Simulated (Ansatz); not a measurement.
**fcc Au (0 0 1) on zinc-blende GaAs (0 0 1) (film strained to the substrate, started from cuts of the bulks and a machine-learned relaxation)**

A periodic stack without vacuum, fcc Au (0 0 1) on zinc-blende GaAs (0 0 1) (film strained to the substrate, started from cuts of the bulks and a machine-learned relaxation): substrate slab As5Ga6, film Au12, surface cells [[1, 0], [1, 1]] and [[0, -1], [2, 1]], film strained by -2.3 and -2.3 %, outermost planes Ga/Ga and Au/Au as cut, which need not be the usual terminations and can put a slab off its formula.

The start was prepared with a machine-learned potential, and the result is one local minimum, with the in-plane cell held and forces under 0.04 eV/Å; the film can end far from its bulk form.

These are PBE (plane waves to 420 eV, PAW; Ansatz, a first-principles code) values and carry that method's errors. Spin–orbit coupling is left out; the runs are not spin-polarised; PBE gaps are too small against experiment. Its k-point mesh 8×8×1, Fermi–Dirac width 0.05 eV.

| Quantity | Result |
|---|---|
| interface area | 16.5 Å² |
| period | 29.08 Å |
| gaps between the outermost planes at the two interfaces | 1.66 and 1.65 Å |
| Au–Ga contacts across the interfaces within 1.22 times the sum of covalent radii | 8, mean 2.72 Å |
| estimate of the barrier | withheld, since the Fermi level falls at or inside a band of the host, which a slab this thin can't settle |

```yaml
crystal:
  lattice:
    - [4.06276, 0.00002, 0.04144]
    - [-0.00001, 4.06280, -0.02335]
    - [1.66351, 0.16386, 29.09765]
  atoms:
    - { symbol: As, position: [0.16729, 0.49729, 0.08436] }
    - { symbol: As, position: [0.06579, 0.49696, 0.28231] }
    - { symbol: As, position: [0.61326, 0.99779, 0.18347] }
    - { symbol: As, position: [0.97298, 0.49815, 0.48027] }
    - { symbol: As, position: [0.51916, 0.99796, 0.38114] }
    - { symbol: Ga, position: [0.13729, 0.99727, 0.13399] }
    - { symbol: Ga, position: [0.69474, 0.49772, 0.03284] }
    - { symbol: Ga, position: [0.04248, 0.99686, 0.33173] }
    - { symbol: Ga, position: [0.58946, 0.49783, 0.23285] }
    - { symbol: Ga, position: [0.95426, 0.99831, 0.53172] }
    - { symbol: Ga, position: [0.49619, 0.49805, 0.43059] }
    - { symbol: Au, position: [0.89750, 0.99897, 0.67016] }
    - { symbol: Au, position: [0.39675, 0.49903, 0.67116] }
    - { symbol: Au, position: [0.42824, 0.99880, 0.58884] }
    - { symbol: Au, position: [0.92539, 0.49879, 0.59864] }
    - { symbol: Au, position: [0.82637, 0.99903, 0.81902] }
    - { symbol: Au, position: [0.32695, 0.49898, 0.81947] }
    - { symbol: Au, position: [0.36377, 0.99907, 0.74509] }
    - { symbol: Au, position: [0.86461, 0.49911, 0.74484] }
    - { symbol: Au, position: [0.73889, 0.99784, 0.97611] }
    - { symbol: Au, position: [0.24343, 0.49797, 0.96529] }
    - { symbol: Au, position: [0.28602, 0.99863, 0.89296] }
    - { symbol: Au, position: [0.78554, 0.49866, 0.89417] }
```
